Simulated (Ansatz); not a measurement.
# Effect of pressure 15 GPa on Nb

Consider Nb in the bcc (W type) structure (space group Im-3m, No. 229; a = 3.271 Å).

Now apply this change: a hydrostatic pressure of 15 GPa.

Calculations: DFT with PBEsol, PAW potentials and a 420 eV plane-wave cutoff in Ansatz (a quantum-chemistry and plane-wave program), no SOC. Γ-centred 20×20×20 mesh, Fermi–Dirac width 0.05 eV.

The density grows by 0.654 g/cm³ to 9.47 g/cm³ and the lattice parameter a decreases by 0.077 Å (3.271 Å → 3.194 Å). The shortest interatomic distance decreases by 0.067 Å, from 2.833 Å to 2.766 Å and the band gap remains zero.

Final structure:

```yaml
crystal:
  lattice:
    - [-1.59709, 1.59709, 1.59709]
    - [1.59709, -1.59709, 1.59709]
    - [1.59709, 1.59709, -1.59709]
  atoms:
    - { symbol: Nb, position: [0.00000, 0.00000, 0.00000] }
```

Cost of the whole job for the changed cell (relaxation, final SCF and bands): about 19 core-seconds (a rough figure).

Load acts through the strain it causes; cell and atoms are relaxed under it. Stability against distortions was not tested. No other phases were tried under pressure. The final runs are not spin-polarised.
